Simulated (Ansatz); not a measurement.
The starting structures come from a database of crystals and need not be the phases stable at ambient conditions.

Inside the gap of an insulator the Bloch states are evanescent, with a wavenumber k + iκ along the transport direction.

Here is the system:

```
CELL_PARAMETERS angstrom
      6.44069     0.00000     0.00000
     -2.52824     8.63150     0.00000
      0.00000     4.63801     4.30370
ATOMIC_POSITIONS crystal
  Te 0.63332 0.84401 0.53115
  Te 0.36668 0.15599 0.46885
  Te 0.86668 0.15599 0.71917
  Te 0.13332 0.84401 0.28083
  As 0.83028 0.64611 0.99747
  As 0.16972 0.35389 0.00253
  As 0.66972 0.35389 0.78969
  As 0.33028 0.64611 0.21031
  Ru 0.70517 0.71505 0.27600
  Ru 0.29483 0.28495 0.72400
  Ru 0.79483 0.28495 0.20610
  Ru 0.20517 0.71505 0.79390
```

Space group of this cell: P2_1/c. The cell is taken as given.

Transport runs along the normal of the first two printed cell vectors.

No gap correction and no spin-orbit coupling; mid-gap values are interpolated between computed energies.

Question: State the band gap and the smallest decay constant κ at mid-gap according to Ansatz (a first-principles code) with r2SCAN.

Answer: Gap 1.08 eV on a 6×8×8 mesh; κ = 0.169 1/Å, at (0.333, 0.000) of the in-plane reciprocal vectors. At the zone centre, at the nearest computed energy, the slowest state has κ = 0.21 1/Å.
